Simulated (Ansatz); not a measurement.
Start from AgI in the wurtzite structure (space group P6_3mc, No. 186; a = 4.5603 Å, c = 7.4506 Å). Axes: x lies along a and z along c of the hexagonal cell.

The values are results of plane-wave PAW DFT at the PBEsol level (Ansatz, an electronic-structure program, 420 eV), scalar-relativistic without spin-orbit coupling, earlier PAW set, not measurements.

Base values:

The pressure is 0.00 GPa and the band gap is 1.23 eV. The volume per atom comes out as 33.55 Å³ and the electron mass is 0.15 mₑ along c, 0.16 mₑ across (at Γ).

It is then changed as follows: biaxial strain +0.44 %, plane normal [001], relaxed out of plane (Cartesian); in-plane vectors clamped, the third vector and the atoms free.

Problem. How does this affect the pressure, band gap, volume per atom and electron mass?

Solution. The pressure (mean of the normal stresses, compression positive) goes from zero to -0.12 GPa; the band gap stays essentially unchanged (1.23 eV against 1.24 eV); the volume per atom goes up by 0.125 Å³ to 33.67 Å³; the electron mass becomes 0.15 mₑ (at Γ) (base: 0.15 mₑ along c, 0.16 mₑ across (at Γ)).

Spin-orbit coupling, missing from the scalar runs, can matter with I. Masses are band curvatures over ±0.01 Å⁻¹ around the edge. Whether these cells are dynamically stable was not tested.
